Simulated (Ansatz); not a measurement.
Start from Rb$_{2}$LiTlBr$_{6}$ (space group Fm-3m, No. 225; a = 10.814 Å; a cell from a computed database, its experimental status unchecked). Axes: x, y, z lie along the cube axes.

Computed with DFT with PBEsol, PAW potentials and a 420 eV plane-wave cutoff in Ansatz (a first-principles code), without spin-orbit coupling, earlier PAW set.

Base values:

The valence-band top at Γ comes out as 0.00, 0.00, 0.00 eV and the pressure is -0.01 GPa.

Perturbation: biaxial strain −2.34 %, plane normal [001], relaxed out of plane (Cartesian); in-plane vectors clamped, the third vector and the atoms free.

**Question.** Predict the new ratio −ε⊥/ε∥.

**Answer.** The ratio −ε⊥/ε∥ amounts to 0.77.

**Question.** What does the calculation give for the energy relative to the base after the change?

**Answer.** The energy increases by 4.6 meV/atom.

**Question.** What happens to the valence-band top at Γ?

**Answer.** The valence-band top at Γ (three highest levels, from the VBM) changes from 0.00, 0.00, 0.00 eV to 0.00, -0.14, -0.14 eV.

**Question.** How does this affect the pressure?

**Answer.** The pressure (mean of the normal stresses, compression positive) increases by 0.71 GPa to 0.70 GPa.

Spin-orbit coupling, missing from the scalar runs, can matter with Tl. The levels and masses belong to the bands next to the band gap. Whether these cells are dynamically stable was not tested.
